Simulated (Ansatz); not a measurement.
Ansatz (a quantum-chemistry and plane-wave program) run on InSe (P-6m2, 8 atoms in the cell): dielectric-response calculation.

Method: LDA (PW92), default PAW files made with PBE (plane waves; Ansatz).

```
CELL_PARAMETERS angstrom
      4.06757     0.00000     0.00000
     -2.03378     3.52262     0.00000
      0.00000     0.00000    18.14232
ATOMIC_POSITIONS crystal
  In 0.00000 0.00000 0.57739
  In 0.00000 0.00000 0.42261
  In 0.33333 0.66667 0.92261
  In 0.33333 0.66667 0.07739
  Se 0.66667 0.33333 0.85300
  Se 0.66667 0.33333 0.14700
  Se 0.33333 0.66667 0.64702
  Se 0.33333 0.66667 0.35298
```

Reference input (self-consistent single point, DFT, LDA (PW92), plane waves, default PAW files made with PBE): basis.ecutwfc = 420 eV; kpoints.mp_grid.grid = 6 6 1; hamiltonian.xc = lda; hamiltonian.pseudopotentials = {kind: paw} (the program's default PAW files); scf.occupations.method = fixed. This run's input differs from it in these lines:

Ansatz 0.2 input:
```diff
@@ -18,3 +18,3 @@
 kpoints:
-  mp_grid: { grid: [6, 6, 1] }
+  mp_grid: { grid: [5, 5, 1] }
 hamiltonian:
@@ -24,6 +24,3 @@
   occupations: { method: fixed }
-output:
-  forces: true
-  eigenvalues: true
-  stress: true
+dielectric: {}
```

The program printed (abridged):

```
SCF iter   1: F=—  HF=-43365.194661 eV  |F-HF|=—  |Δ(HF+E_count)|=         —  Δρ=6.41e-3  dr2=9.91e-2  ethr=1.77e-3  ⟨swp⟩=4.8  Hψ=2131  notcnv=0  defer=84
all-band conjugate gradients solve this SCF's bands
preconditioner: auto → Resta (q_TF=auto, 2.385 Å⁻¹)
SCF iter   2: F=—  HF=-43365.168699 eV  |F-HF|=—  |Δ(HF+E_count)|=   2.60e-2  Δρ=2.63e-3  dr2=1.05e-2  ethr=8.54e-5  ⟨swp⟩=2.9  Hψ=1062  notcnv=0  defer=88
   [... lines left out ...]
SCF iter   8: F=—  HF=-43365.166359 eV  |F-HF|=—  |Δ(HF+E_count)|=   4.04e-8  Δρ=1.13e-6  dr2=6.10e-9  ethr=4.18e-11  ⟨swp⟩=2.0  Hψ=1084  notcnv=0  defer=68
SCF iter   9: F=—  HF=-43365.166359 eV  |F-HF|=—  |Δ(HF+E_count)|=  6.77e-10  Δρ=4.29e-7  dr2=9.81e-10  ethr=5.26e-12  ⟨swp⟩=2.0  Hψ=1048  notcnv=0  defer=68
SCF iter  10: F=—  HF=-43365.166359 eV  |F-HF|=—  |Δ(HF+E_count)|=  5.60e-10  Δρ=2.03e-7  dr2=3.71e-10  ethr=1.00e-12  ⟨swp⟩=2.0  Hψ=1084  notcnv=0  defer=68
SCF iter  11: F=-43365.166359 eV  HF=-43365.166359 eV  |F-HF|=7.28e-12  |Δ(HF+E_count)|=  2.18e-11  Δρ=7.53e-8  dr2=3.56e-11  ethr=1.00e-12  ⟨swp⟩=8.9  Hψ=2663  notcnv=0
SCF 1 converged in 11 iterations: F = -43365.166359 eV  dr2 = 3.56e-11
DFPT response loops at Γ: preconditioner auto → none (the input reference at scf.mixing.eps_inf says where Resta's filter doesn't serve); β = 0.50 …
── the response to a field inside a basis, on 14×14×4 k-points: an SCF that follows is theirs, and a resumed run solves both again ──
Crystal: 8 atoms, lattice volume = 259.952 Å³
Bands: 59, of which v1, the nominal top of the filled ones, is band 58 counted from 1 (57 counted from 0)
k-points: 112 of 784 (irreducible under 4 space group operations, time reversal used)
Initial density: handed on by an earlier stage of this run
Initial wavefunctions: pseudopotential atomic-orbital guess (no wavefunctions were taken with the density)
Eigensolver: Dense (112 Hₖ)
   [... lines left out ...]
Crystal: 8 atoms, lattice volume = 259.952 Å³
WARN: field response: the 5×5×1 k-mesh looks too coarse for the field response at k = (0.0000, 0.0000, 0.0000), direct gap 0.463 eV …
Free energy (F): -43365.166359 eV
Fermi energy:    5.447769 eV
   [... lines left out ...]
    site 7:
        -2.42427   -0.00000   -0.00000
        -0.00000   -2.42427    0.00000
         0.00000   -0.00000   -0.76199
  Z* charge neutrality: 2.962e-5 e pre-enforcement
  k-mesh period / interband length: 18.1 Å / 2.40 Å = 7.57 at k = (0.0000, 0.0000, 0.0000), direct gap 0.463 eV — UNDER 14 …
```

The run converged in 23 iterations. 

Summary of the result:
- Free energy E − TS (on the zero of these files): -43365.1664 eV
- Top of the valence band (on the code's own zero): 5.45 eV
- Gap on the k-point mesh: 0.46 eV
- ε∞ at this k-point mesh, which may be far from converged in small-gap cells (xx, yy, zz): 7.37, 7.37, 5.46
- Born charges at this mesh (mean of the diagonal, e): In 1.87, In 1.87, In 1.87, In 1.87, Se -1.88, Se -1.88, Se -1.87, Se -1.87

The starting cell comes from a database of computed structures (which also holds hypothetical and non-ambient phases and stackings), without a prior relaxation at this level. Its lattice was rescaled by up to half a per cent.

Cost on one core of a shared machine: roughly 10 min.
